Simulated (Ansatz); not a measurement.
# Cu: response to strain

The reference is Cu in the fcc (Cu type) structure (space group Fm-3m, No. 225; a = 3.564 Å; relaxed with 0.1 eV smearing). Axes: x, y, z lie along the cube axes.

Strains are applied to the cell and any free atomic positions relax.

All numbers come from PBEsol (Ansatz, a program for electronic structure, PAW, without spin-orbit coupling).

Candidates:
(a) uniaxial strain ε_zz = −1.50 %
(b) uniaxial strain ε_zz = −2.50 %
(c) uniaxial strain ε_zz = +3.00 %
(d) uniaxial strain ε_zz = −3.00 %
(e) uniaxial strain ε_zz = +1.00 %

Notes on the quantities. energy relative to the base: free energy F.

Question: Order them by energy relative to the base, highest first.

Answer: (d) uniaxial strain ε_zz = −3.00 % (+7.0 meV/atom), (c) uniaxial strain ε_zz = +3.00 % (+6.4 meV/atom), (b) uniaxial strain ε_zz = −2.50 % (+4.8 meV/atom), (a) uniaxial strain ε_zz = −1.50 % (+1.7 meV/atom), (e) uniaxial strain ε_zz = +1.00 % (+0.7 meV/atom)

No phonon test of stability was made. All final runs are without spin polarisation.
